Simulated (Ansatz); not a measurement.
Here is the system:

End structure of the (111) surface of fcc Al, p(2x2), one Al site of the top plane empty (bottom of the slab: a bare face, its two planes held):

```xyz
23
Lattice="5.7162 0.0000 0.0000 -2.8581 4.9504 0.0000 0.0000 0.0000 28.0000" Properties=species:S:1:pos:R:3 pbc="T T T"
Al    -1.4290     4.1253     8.1659
Al     0.0000     1.6501     8.1659
Al     1.4290     4.1253     8.1659
Al     2.8581     1.6501     8.1659
Al     0.0000     3.3002    10.4996
Al     1.4290     0.8251    10.4996
Al     2.8581     3.3002    10.4996
Al     4.2871     0.8251    10.4996
Al     1.4339     2.4724    12.8481
Al     2.8581     0.0056    12.8481
Al    -1.4339     2.4724    12.8481
Al     0.0000     0.0000    12.8210
Al     2.8581     1.6501    15.2319
Al     1.4294     4.1255    15.1785
Al     0.0000     1.6498    15.1785
Al    -1.4294     4.1255    15.1785
Al     4.3105     0.8116    17.5467
Al     2.8581     3.3272    17.5467
Al     1.4057     0.8116    17.5467
Al     0.0000     3.3002    17.4805
Al    -1.4303     2.4745    19.8078
Al     2.8581     0.0014    19.8078
Al     1.4303     2.4745    19.8078
```

Set-up: 23 atoms, 11.7 Å thick at the start with caps and adatoms (thin: gaps and levels are the slab's own); mesh 8x8x1; 0.1 eV smearing; dipole correction on; 8 atoms held, the rest relaxed; start symmetry kept, larger cells not searched; no spin, no spin-orbit, no U. In PBE it lies 0.02 eV a 1x1 cell over the lowest computed structure of the same composition (one row in 4 of the top plane missing).

Question: Predict the work function of the top face from PBE run with Ansatz (a quantum-chemistry and plane-wave program).

Answer: 4.15 eV
